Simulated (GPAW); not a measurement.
Worked example: relaxation of cell and atoms of Ag (Fm-3m, 1 atom in the cell) in GPAW.

Method: PBE, GPAW PAW datasets PBE (gpaw-data 1.0.1) (plane waves; GPAW).

```yaml
crystal:
  lattice:
    - [0.00000, 2.06080, 2.06080]
    - [2.06080, 0.00000, 2.06080]
    - [2.06080, 2.06080, 0.00000]
  atoms:
    - { symbol: Ag, position: [0.00000, 0.00000, 0.00000] }
```

Reference input (self-consistent single point, DFT PBE, plane waves, GPAW PAW datasets PBE (gpaw-data 1.0.1)): mode = pw; ecut = 550 eV; xc = PBE; kpts = 9 9 9; mesh shift (steps) = 0 0 0; occupations.name = methfessel-paxton; occupations.width = 0.272 eV; occupations.order = 0; nbands = -5; convergence.density = 1e-05 e/electron; convergence.energy = 1e-05 eV/electron; symmetry.symmorphic = false. This run's input differs from it in these lines:

```diff
@@ -1,2 +1,4 @@
 from ase import Atoms
+from ase.filters import FrechetCellFilter
+from ase.optimize import BFGS
 from ase.units import GPa
@@ -23,2 +25,10 @@
 
+target = FrechetCellFilter(atoms)
+
+opt = BFGS(target, logfile='-')
+converged = opt.run(fmax=0.02, steps=40)
+print('Relaxation converged:', converged)
+print('Cell:', atoms.cell.cellpar().round(4))
+print(atoms.get_scaled_positions().round(5))
+
 energy = atoms.get_potential_energy()
```

Output (repeated stretches shortened):

```
     iter     time        total  log10-change:
                         energy   eigst   dens
iter:   1 --:--:--    -3.125035
iter:   2 --:--:--    -3.067765   -2.49  -1.53
iter:   3 --:--:--    -2.904067   -2.39  -1.56
iter:   4 --:--:--    -2.888337   -4.10  -2.13
iter:   5 --:--:--    -2.883554   -3.37  -2.10
iter:   6 --:--:--    -2.883105   -4.54  -2.93
iter:   7 --:--:--    -2.883230   -6.42  -3.09
iter:   8 --:--:--    -2.882877   -5.31  -2.99
iter:   9 --:--:--    -2.882877   -7.00  -4.44
iter:  10 --:--:--    -2.882877c  -7.85c -4.49
iter:  11 --:--:--    -2.882877c  -8.72c -4.57
iter:  12 --:--:--    -2.882877c  -8.64c -4.59
iter:  13 --:--:--    -2.882877c  -8.55c -4.62
iter:  14 --:--:--    -2.882877c  -7.82c -4.78
iter:  15 --:--:--    -2.882877c -10.23c -4.97
iter:  16 --:--:--    -2.882877c  -9.37c -4.99
iter:  17 --:--:--    -2.882877c -11.22c -5.08c
Converged after 17 iterations.

Dipole moment: (0.000000, 0.000000, 0.000000) |e|*Ang

Energy contributions relative to reference atoms: (reference = -144597.826354)

Kinetic:         -1.560721
Potential:       +0.227364
External:        +0.000000
XC:              -1.715760
Entropy (-ST):   -0.004640
Local:           +0.168560
SIC:             +0.000000
--------------------------
Free energy:     -2.885197
Extrapolated:    -2.882877

Showing only first 2 kpts
 Kpt  Band  Eigenvalues  Occupancy
  0     6      3.22459    2.00000
  0     7      4.21600    2.00000
  0     8      4.21600    2.00000
  0     9     24.06774    0.00000

  1     6      3.40333    2.00000
  1     7      4.03912    2.00000
  1     8      4.29797    2.00000
  1     9     24.16256    0.00000

Fermi level: 8.12546

No gap
   [... lines left out ...]
Atomic positions and initial magnetic moments
Free energy:     -2.886163
Fermi level: 8.03094
No gap
Atomic positions and initial magnetic moments
Free energy:     -2.886589
Fermi level: 7.92369
No gap
   [... lines left out ...]
Stress tensor:
    -0.000215     0.000000     0.000000
     0.000000    -0.000215     0.000000
     0.000000     0.000000    -0.000215

Forces in eV/Ang:
  0 Ag    0.00000    0.00000    0.00000

BFGS:    2 --:--:--       -2.886589        0.003830
Relaxation converged: True
Cell: [ 2.9296  2.9296  2.9296 60.     60.     60.    ]
[[0. 0. 0.]]
Energy (eV): -2.884231
Stress (GPa, Voigt): [-0.0345 -0.0345 -0.0345  0.      0.      0.    ]
```

The run converged. GPAW prints stress with tension positive. 

Summary of the result:
Free energy E − TS (from the program's reference atoms): -2.8866 eV
Fermi level (on the code's own zero): 7.92 eV
Pressure: 0.03 GPa
Final cell: a = b = c = 2.930 Å, α = β = γ = 60.00°
Final volume per atom: 17.78 Å³
Relaxation steps: 2

The starting cell comes from a database of computed structures (which also holds hypothetical and non-ambient phases and stackings), without a prior relaxation at this level. Its lattice was rescaled by a random factor within 2.5 % of one. The relaxation keeps the symmetry of its start, so its end need not be a minimum.

Cost on one core of a shared machine: roughly 30 s.
